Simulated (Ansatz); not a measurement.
## TlSe: isotropic strain −0.89 %

The parent structure is TlSe (space group I4/mcm, No. 140; a = 7.944 Å, c = 6.969 Å).

Perturbation: the cell is scaled by 0.9911 in all directions; the atoms relax in the strained cell.

Computed with PBEsol in Ansatz (plane waves to 420 eV, PAW, scalar-relativistic without spin-orbit coupling). k-mesh 9×9×9 (Γ-centred); smearing 0.05 eV (Fermi–Dirac).

```csv
quantity,base,changed,shift
volume per atom,27.49 Å³,26.76 Å³,-0.73 Å³
space group,I4/mcm (No. 140),I4/mcm (No. 140),–
shortest interatomic distance,269.8 pm,269.4 pm,-0.4 pm
energy relative to the base (free energy F),0 meV/atom,+1.8 meV/atom,+1.8 meV/atom
band gap,zero,zero,–
largest internal atomic displacement,–,0.027 Å,–
```

Spin-orbit coupling, missing from the scalar runs, can matter with Tl. No phonon test of stability was made. All final runs are without spin polarisation. The zero or small gap of TlSe can change with the level of theory.

Ansatz is a program for electronic structure.
